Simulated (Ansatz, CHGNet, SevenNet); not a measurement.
**InSb (model structure, started from the PtS type, P4₂/mmc, No. 131, 4 atoms in the cell): properties by level of theory**

```
level (code)     lattice parameter a (Å)  c axis length (Å)
---------------  -----------------------  -----------------
CHGNet 0.3.0                       4.215              8.090
CHGNet-r²SCAN                      4.188              7.938
SevenNet-0                         4.286              7.944
SevenNet-l3i5                      4.552              7.643
PBEsol (Ansatz)                    4.172              7.940
r²SCAN (Ansatz)                    4.260              7.912
```

Caveats: the cell has another shape than the first-principles one, perhaps another minimum in the same group (SevenNet-l3i5). Ansatz's density-functional and Hartree–Fock values are scalar-relativistic unless marked +SOC, with PAW data made under PBE.

A model structure was made by putting elements into a prototype or built by hand; it is no filed structure, need not be a known phase, and can be a saddle point held by its symmetry.

Ansatz is a quantum-chemistry and plane-wave program.
